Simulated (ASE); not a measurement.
Total g(r) from a molecular-dynamics run. Method: the machine-learned potential CHGNet 0.3.0 (ASE).

(r (Å), g(r)): (1.02, 0.00); (1.14, 0.00); (1.26, 0.00); (1.38, 0.00); (1.50, 0.00); (1.62, 0.00); (1.74, 0.00); (1.86, 0.00); (1.98, 0.00); (2.10, 0.00); (2.22, 0.02); (2.34, 0.45); (2.46, 1.32); (2.58, 2.00); (2.70, 2.95); (2.82, 3.27); (2.94, 2.75); (3.06, 2.24); (3.18, 1.38); (3.30, 0.53); (3.42, 0.14); (3.54, 0.02); (3.66, 0.00); (3.78, 0.00); (3.90, 0.02); (4.02, 0.11); (4.14, 0.36); (4.26, 0.83); (4.38, 1.61); (4.50, 2.22); (4.62, 2.22); (4.74, 1.80); (4.86, 1.37)

Question: Which system gave this curve?
(A) TiO2 (anatase; a metastable form), crystal, 296 K
(B) Mo3Si (A15 type), crystal, 821 K
(C) AlN (zinc blende; a metastable form), crystal, 2096 K
(D) GaN (zinc blende; a metastable form), crystal, 290 K

Answer: B, Mo3Si (A15 type), crystal, 821 K
